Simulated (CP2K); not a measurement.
Band structure of Cu3Sb (Pm-3m, 4 atoms in the cell).

```xyz
4
Lattice="3.9390 0.0000 0.0000 0.0000 3.9390 0.0000 0.0000 0.0000 3.9390" Properties=species:S:1:pos:R:3 pbc="T T T"
Cu     1.9695     1.9695     0.0000
Cu     0.0000     1.9695     1.9695
Cu     1.9695     0.0000     1.9695
Sb     0.0000     0.0000     0.0000
```

Computed with PBEsol, GPW, DZVP-MOLOPT-SR-GTH basis, GTH-PBE potentials (GTH_POTENTIALS) run with CP2K 2026.2.

Settings: CUTOFF = 600 Ry; REL_CUTOFF = 50 Ry; SMEAR/METHOD = GAUSSIAN; SIGMA = 0.05 eV; KPOINTS/SCHEME = MONKHORST-PACK 8 8 8; GAMMA_CENTERED = T; XC_FUNCTIONAL = PBE:PBESOL; Cu/BASIS_SET = DZVP-MOLOPT-SR-GTH-q11; Cu/POTENTIAL = GTH-PBE-q11; Sb/BASIS_SET = DZVP-MOLOPT-SR-GTH-q5; Sb/POTENTIAL = GTH-PBE-q5; METHOD = GPW; EPS_DEFAULT = 1e-10; EXTRAPOLATION = USE_GUESS.

The starting cell comes from a database of computed structures (which also holds hypothetical and non-ambient phases and stackings), without a prior relaxation at this level. Its lattice was rescaled by a random factor within 2.5 % of one. Spin-orbit coupling is off. Spin polarisation is off. Values carry the incompleteness of an atom-centred basis. The potentials were made for another functional than the one used. The run gives no clean gap (levels at the Fermi energy touch, overlap or are partly filled at this smearing), which alone does not show that the compound is a metal.

Levels in eV from the Fermi level, bands 16 to 21:
| point | 16 | 17 | 18 | 19 | 20 | 21 |
|---|---|---|---|---|---|---|
| Γ | -2.21 | -2.00 | -2.00 | -2.00 | 0.32 | 3.21 |
| X | -2.34 | -2.00 | 0.90 | 0.90 | 1.55 | 3.23 |
| M | -2.56 | -2.50 | -1.63 | -1.63 | 2.51 | 3.80 |
| R | -2.14 | -2.14 | -2.14 | -1.84 | -1.22 | 0.81 |

Bands cross the Fermi level along this path, so the cell is metallic at this level.

Higher empty bands are left out: an atom-centred basis made for the valence describes them poorly.
